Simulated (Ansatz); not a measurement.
Base system: ZnS in the wurtzite structure (space group P6_3mc, No. 186; a = 3.782 Å, c = 6.208 Å). Axes: x lies along a and z along c of the hexagonal cell.

All numbers come from PBEsol (Ansatz, a first-principles code), scalar-relativistic without spin-orbit coupling.

Strains are applied to the cell and any free atomic positions relax.

One change was made to it. Results:

The largest internal atomic displacement amounts to 0.013 Å; the valence-band top at Γ (three highest levels, from the VBM) goes from 0.00, 0.00, -0.09 eV to 0.00, -0.05, -0.15 eV; the shortest interatomic distance falls by 0.011 Å, from 2.319 Å to 2.308 Å.

Q: Which change produced these results?
A. uniaxial strain ε_xx = −1.20 %
B. uniaxial strain ε_xx = −2.40 %
C. uniaxial strain ε_xx = −3.00 %

A: A, uniaxial strain ε_xx = −1.20 %. For comparison, the valence-band top at Γ in the other runs: uniaxial strain ε_xx = −3.00 % gives 0.00, -0.15, -0.25 eV; uniaxial strain ε_xx = −2.40 % gives 0.00, -0.12, -0.22 eV.

The levels and masses belong to the bands next to the band gap. Stability against distortions was not tested.
